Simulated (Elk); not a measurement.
Input and output of a self-consistent single point for KPb3 (Pm-3m, 4 atoms in the cell) (Elk).

Computed with LDA (PW92), spin-orbit coupling in second variation, all-electron FP-LAPW, Elk's shipped species files, default APW+lo basis (Elk).

```
CELL_PARAMETERS angstrom
      5.10137     0.00000     0.00000
      0.00000     5.10137     0.00000
      0.00000     0.00000     5.10137
ATOMIC_POSITIONS crystal
  K  0.00000 0.00000 0.00000
  Pb 0.00000 0.50000 0.50000
  Pb 0.50000 0.00000 0.50000
  Pb 0.50000 0.50000 0.00000
```

Reference input (self-consistent single point, DFT, LDA (PW92), all-electron FP-LAPW, Elk's shipped species files, default APW+lo basis): xctype = 3; rgkmax = 7; stype = 3; swidth = 0.00367493 Ha; ngridk = 9 9 9. This run's input differs from it in these lines:

```diff
@@ -6,4 +6,13 @@
 
+spinorb
+  .true.
+
 rgkmax
   7.0
+
+lmaxi
+  3
+
+nempty
+  10
```

The program printed (abridged):

```
│ Self-consistent loop started │
│ Loop number : 1 │
 total energy                :     -63361.6564328
 total moment                :   0.7292680602E-24 -0.1960881618E-22 -0.1885446351E-22
│ Loop number : 2 │
 total energy                :     -63361.7867948
 total moment                :   0.1553998178E-22 -0.4413533047E-22  0.2228251884E-22
RMS change in Kohn-Sham potential (target) :   0.2363555027E-01 (  0.1000000000E-05)
Absolute change in total energy (target)   :   0.1303620069     (  0.1000000000E-03)
│ Loop number : 3 │
 total energy                :     -63361.7573097
   [... lines left out ...]
 total energy                :     -63352.8571921
 total moment                :   0.4915398801E-22  0.1781821032E-22  0.5939030854E-22
RMS change in Kohn-Sham potential (target) :   0.2693293365E-07 (  0.1000000000E-05)
Absolute change in total energy (target)   :   0.2008700321E-03 (  0.1000000000E-03)
│ Loop number : 14 │
 total energy                :     -63352.8571982
 total moment                :   0.9776376145E-23 -0.8252084777E-22 -0.5865080209E-23
RMS change in Kohn-Sham potential (target) :   0.7234951574E-08 (  0.1000000000E-05)
Absolute change in total energy (target)   :   0.4415251897E-04 (  0.1000000000E-03)
Convergence targets achieved

│ Loop number : 15 │

Energies :
 Fermi                       :     0.155114309636
 xc effective B-field        :    -0.237272146201E-08
 external B-field            :      0.00000000000
 total energy                :     -63352.8571972
 (external B-field energy excluded from total)

Density of states at Fermi energy :    72.70138030
 (states/Hartree/unit cell)

Estimated indirect band gap :   0.1139696504E-02
 from k-point     21 to k-point     10
Estimated direct band gap   :   0.1428088143E-01
 at k-point     10

Charges :
 core                        :    214.0000000
 valence                     :    51.00000000
 interstitial                :    6.430393732
 muffin-tins (core leakage)
  species :    1 (K)
   atom    1                 :    17.60821854     (  0.1163064383E-06)
  species :    2 (Pb)
   [... lines left out ...]
   atom    2                 :   0.1745563737E-22  0.2785904690E-22 -0.2619244084E-23
   atom    3                 :  -0.1745563737E-22  0.2619244084E-23 -0.2785904690E-22
 total in muffin-tins        :  -0.1982075857E-22  0.1033325566E-22 -0.2880620417E-22
 total moment                :  -0.2962938053E-22  0.1768773022E-22 -0.4899741632E-22

│ Self-consistent loop stopped │
```

The run converged in 15 iterations. The count includes the last loop, which Elk runs after its targets are met. 

The starting cell comes from a database of computed structures (which also holds hypothetical and non-ambient phases and stackings), without a prior relaxation at this level. Values depend on the basis (sphere radii, cutoffs, local orbitals), which need not be converged. The log's line on a gap gives a spacing of levels on this mesh, which the program prints for metals too.

These are the values that this program gave, and no reference: the basis lacks p1/2 orbitals, which heavy p elements need under spin-orbit coupling.

Cost on one core of a shared machine: roughly 2 min.
